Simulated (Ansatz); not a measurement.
Terminations of the (111)A surface of zinc-blende AlP (Al plane on top), measured from the surface '2x2 with 3 H on 4 top atoms'. Atoms come from or go to: Al: fcc Al, H: ½ H2(g), I: ½ I2(g), In: tetragonal indium, Mg: hcp Mg, O: ½ O2(g), P: black phosphorus. ΔE is the energy of forming the row's surface from that one (negative: more stable at these reservoirs); the vacuum level's shift is aligned on the shared bottom. No zero-point or thermal terms. These are constructed structures in small cells; real faces may alloy, dewet or reconstruct in larger ones, and not all known structures of the face are among them. Slabs of about 17 Å with all that they carry, Fermi-Dirac smearing of 0.025 eV. Bottom of the slabs: H caps. Relaxed from the named starts with such symmetry as they have, on meshes of like density; energies extrapolated to zero smearing; no spin-orbit coupling, no U. Spin-polarised runs, if any, are marked in brackets, and their order is one that fits the cell; the others ran without spin. Where a second, spin-polarised start was run, the lower counts. A dash marks a value that is undefined for that row (no clear gap, or no work function of a gapped slab) or was not read reliably on its mesh.

Method: PBE (plane waves to 420 eV, PAW; Ansatz, an electronic-structure program).

| surface | atoms added per 1x1 | ΔE per 1x1 (eV) | slab gap (eV) | shift of the vacuum level (eV) |
|---|---|---|---|---|
| 2x2 Mg adatom at T4 [spin, 1.0 μB a cell] | -0.75 H, +0.25 Mg | (withheld) | – | -1.56 |
| 2x2 with 1 H on 4 top atoms | -0.5 H | 0.51 | – | -0.49 |
| 2x2 Al adatom at H3 | +0.25 Al, -0.75 H | 0.70 | 0.29 | -1.38 |
| 2x2 P adatom at T1 (2 Al–P bonds formed) [spin start, no net moment] | -0.75 H, +0.25 P | 0.33 | 0.66 | -0.36 |
| 2x2 In adatom at H3 | -0.75 H, +0.25 In | 0.58 | 0.24 | -1.40 |
| 2x2 with 2 H on 4 top atoms [spin, 0.8 μB a cell] | -0.25 H | 0.27 | – | -0.66 |
| P trimer, 2x2 | -0.75 H, +0.75 P | -0.07 | 0.83 | 0.22 |
| 2x2 P adatom at T4 (1 P–P bonds broke) | -0.75 H, +0.25 P | 0.33 | 0.65 | -0.35 |
| 2x2 Al adatom at T1 (2 Al–Al, 1 Al–P bonds formed) | +0.25 Al, -0.75 H | 0.60 | 0.51 | -1.09 |
| 2x2 with 3 OH on 4 top atoms | +0.75 O | -2.66 | 1.58 | -0.35 |
| 2x2 Mg adatom at H3 [spin, 3.0 μB a cell] | -0.75 H, +0.25 Mg | 0.83 | 0.24 | -1.64 |
| I on every top atom [spin, 0.4 μB a cell] | -0.75 H, +1 I | -1.12 | – | -0.53 |

**Question.** What belongs in the gaps?

**Answer.** 
- 2x2 Mg adatom at T4 [spin, 1.0 μB a cell], ΔE per 1x1 (eV): 0.71
